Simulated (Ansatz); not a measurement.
# Response to strain in TiAl

Start from TiAl (space group P4/mmm, No. 123; a = 2.8127 Å, c = 4.0616 Å; relaxed with 0.1 eV smearing). Axes: x, y, z lie along a, b, c of the conventional cell.

Strains are applied to the cell and any free atomic positions relax.

All numbers come from r2SCAN (Ansatz, an electronic-structure program; PAW; 500 eV plane waves; spin-orbit coupling left out).

Notes on the quantities. energy relative to the base: free energy F; pressure: mean of the normal stresses, compression positive.

```json
[
 {"variant": "base", "energy relative to the base": "0 meV/atom", "pressure": "0.0 GPa", "shortest interatomic distance": "2.813 Å"},
 {"variant": "tensor shear ε_xz = +0.57 %", "energy relative to the base": "+0.8 meV/atom", "pressure": "0.0 GPa", "shortest interatomic distance": "2.813 Å"},
 {"variant": "tensor shear ε_xz = +1.71 %", "energy relative to the base": "+7.3 meV/atom", "pressure": "0.2 GPa", "shortest interatomic distance": "2.808 Å"},
 {"variant": "tensor shear ε_xz = +0.29 %", "energy relative to the base": "+0.2 meV/atom", "pressure": "0.0 GPa", "shortest interatomic distance": "2.813 Å"},
 {"variant": "tensor shear ε_xz = +0.86 %", "energy relative to the base": "+1.8 meV/atom", "pressure": "0.0 GPa", "shortest interatomic distance": "2.813 Å"},
 {"variant": "tensor shear ε_xz = +2.00 %", "energy relative to the base": "+9.9 meV/atom", "pressure": "0.2 GPa", "shortest interatomic distance": "2.802 Å"},
 {"variant": "tensor shear ε_xz = +1.14 %", "energy relative to the base": "+3.2 meV/atom", "pressure": "0.1 GPa", "shortest interatomic distance": "2.813 Å"},
 {"variant": "tensor shear ε_xz = +1.43 %", "energy relative to the base": "+5.1 meV/atom", "pressure": "0.1 GPa", "shortest interatomic distance": "2.813 Å"}
]
```

Stability against distortions was not tested. All final runs are without spin polarisation.
